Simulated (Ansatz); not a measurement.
**TiAl: response to strain**

Take TiAl (space group P4/mmm, No. 123; relaxed with 0.1 eV smearing) as the base.

```
TiAl
1.0
    2.76616     0.00000     0.00000
    0.00000     2.76616     0.00000
    0.00000     0.00000     4.00209
Ti Al
1 1
Direct
  0.00000   0.00000   0.00000
  0.50000   0.50000   0.50000
```

Cartesian axes are those of the cell as printed.

Strains are applied to the cell and any free atomic positions relax.

Calculations: LDA (Ansatz, a quantum-chemistry and plane-wave program), no SOC.

Candidates:
(a) uniaxial strain ε_xx = −1.00 %
(b) uniaxial strain ε_xx = −2.00 %
(c) uniaxial strain ε_xx = −1.50 %
(d) uniaxial strain ε_xx = +2.50 %
(e) uniaxial strain ε_xx = −2.50 %

Notes on the quantities. energy relative to the base: free energy F.

**Question.** Order them by energy relative to the base, highest first.

**Answer.** (e) uniaxial strain ε_xx = −2.50 % (+6.7 meV/atom), (d) uniaxial strain ε_xx = +2.50 % (+6.0 meV/atom), (b) uniaxial strain ε_xx = −2.00 % (+4.3 meV/atom), (c) uniaxial strain ε_xx = −1.50 % (+2.4 meV/atom), (a) uniaxial strain ε_xx = −1.00 % (+1.0 meV/atom)

Whether these cells are dynamically stable was not tested. All final runs are without spin polarisation.
